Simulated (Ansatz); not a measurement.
Density of states of Rb3LiPb4 (Cmcm, 16 atoms in the cell).

```xyz
16
Lattice="3.6387 -8.2167 0.0000 3.6387 8.2167 0.0000 0.0000 0.0000 10.6584" Properties=species:S:1:pos:R:3 pbc="T T T"
Rb     3.6387     4.4993     7.9938
Rb     3.6387    -4.4993     2.6646
Rb     3.6387    -1.8540     5.7959
Rb     3.6387     1.8540     4.8624
Rb     3.6387     1.8540     0.4667
Rb     3.6387    -1.8540    10.1916
Li     0.0000     0.0000     5.3292
Li     0.0000     0.0000     0.0000
Pb     1.5790     0.5513     7.9938
Pb     5.6985    -0.5513     2.6646
Pb     1.5790    -0.5513     2.6646
Pb     5.6985     0.5513     7.9938
Pb     3.6387    -5.4672     6.4670
Pb     3.6387     5.4672     4.1914
Pb     3.6387     5.4672     1.1378
Pb     3.6387    -5.4672     9.5206
```

Method of the run: PBEsol, default PAW files made with PBE (plane waves; Ansatz, a quantum-chemistry and plane-wave program).

SCF settings: basis.ecutwfc = 420 eV; kpoints.mp_grid.grid = 4 4 3; hamiltonian.xc = pbesol; hamiltonian.pseudopotentials = {kind: paw} (the program's default PAW files); scf.occupations.method = fixed. Keys of the DOS step: output.dos.nscf_kmesh.grid = 6 6 5.

The starting cell comes from a database of computed structures (which also holds hypothetical and non-ambient phases and stackings), without a prior relaxation at this level. Spin-orbit coupling is off.

Total DOS (both spins), as means of the tabulated values in each energy bin; the zero is the program's Fermi level or highest filled level, and the curve is cut to this window:

| E (eV) | states/eV/cell |
|---|---|
| -7.75 | 6.52 |
| -7.25 | 17.5 |
| -6.75 | 0.00 |
| -6.25 | 0.00 |
| -5.75 | 0.00 |
| -5.25 | 0.00 |
| -4.75 | 0.00 |
| -4.25 | 0.00 |
| -3.75 | 0.00 |
| -3.25 | 0.00 |
| -2.75 | 0.51 |
| -2.25 | 6.67 |
| -1.75 | 10.7 |
| -1.25 | 18.8 |
| -0.75 | 8.16 |
| -0.25 | 3.22 |
| 0.25 | 0.28 |
| 0.75 | 9.71 |

The gap on the SCF mesh is 0.19 eV.

Keys are those of Ansatz 0.2.
